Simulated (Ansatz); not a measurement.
What uniaxial stress, 0.5 GPa compression along z does to MoSi2

The reference is MoSi2 (space group I4/mmm, No. 139; a = 3.217 Å, c = 7.875 Å; relaxed with 0.1 eV smearing). Axes: x, y, z lie along a, b, c of the conventional cell.

One thing is altered: uniaxial stress, 0.5 GPa compression along z, with the cell and atoms free to relax against it.

Method: Ansatz (a quantum-chemistry and plane-wave program) PBE, scalar-relativistic without spin-orbit coupling. k-mesh 25×25×25 (Γ-centred); smearing 0.1 eV (Fermi–Dirac).

The volume per atom stays essentially unchanged (13.58 Å³ against 13.57 Å³) and the space group is still I4/mmm (No. 139). The energy is nearly the same and the band gap stays zero. The strain response (xx, yy, zz) amounts to (+0.02, +0.02, −0.11) %.

Final structure:

```
CELL_PARAMETERS angstrom
     -1.60870     1.60870     3.93295
      1.60870    -1.60870     3.93295
      1.60870     1.60870    -3.93295
ATOMIC_POSITIONS crystal
  Mo 0.00000 0.00000 0.00000
  Si 0.33506 0.33506 0.00000
  Si 0.66494 0.66494 0.00000
```

Stability under load was not tested beyond the relaxation. The final runs are not spin-polarised.
